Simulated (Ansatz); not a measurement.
## Ta: transverse stress against strain

Ta (bcc, Im-3m, 17.681 Å³/atom at rest, cube axes along x, y and z) under a strain ε along a cube axis (axis z), the other axes held. PBEsol in Ansatz, a plane-wave DFT program (PAW, default set), 420 eV, 28×28×28 Γ-centred mesh, Fermi-Dirac smearing 0.10 eV; ions are relaxed within the symmetry of each cell. Stress is positive for a compressed cell.

Here s stands for strain and y for stress xx.

```
strain (%)  stress xx (GPa)
----------  ---------------
-3.00                     ?
-1.50                  2.63
-1.00                  1.73
-0.50                  0.85
0.00                   0.00
0.50                  -0.83
1.00                  -1.64
1.50                  -2.42
```

Taking a straight line for y over the 7 complete rows: Means: s 0, y 0.046. About the means, the sum of products is -11.785 and the sum of squares of s is 7.0000; the slope is their ratio. Least squares gives y = 0.046 - 1.6836·s. Residuals (row less fit): 0.059, 0.000, -0.038, -0.046, -0.034, -0.002, 0.059; standard error 0.048 (degrees of freedom: 5). The slope gives the elastic constant C12 = 168 ± 1.8 GPa.

Task: Estimate the missing y (s = -3.00); what did the run itself give?

Result: y = 0.046 - 1.6836 × (-3.0) = 5.097 GPa. The calculation gives 5.49 GPa, 0.393 GPa above the prediction (5.0 % of the range of y in the table). The row lies outside the fitted rows, so this is an extrapolation. From the scatter of the fitted rows alone, a prediction at this place has a standard error of 0.075 GPa, so the miss is 5.2 times that.

One order more, fitted to all 13 runs of the series, follows each within 0.01, so the miss is the next term of a smooth law. In a metal these values are sensitive to mesh and smearing; energies are taken to zero smearing, stresses follow the free energy. Rows are the converged runs of the series near zero and its far end; series whose fitted rows scatter by over a few per cent of the range, as at a crossing or softening among them, aren't shown in this form. Most that stay on the fit to the last digits aren't either.
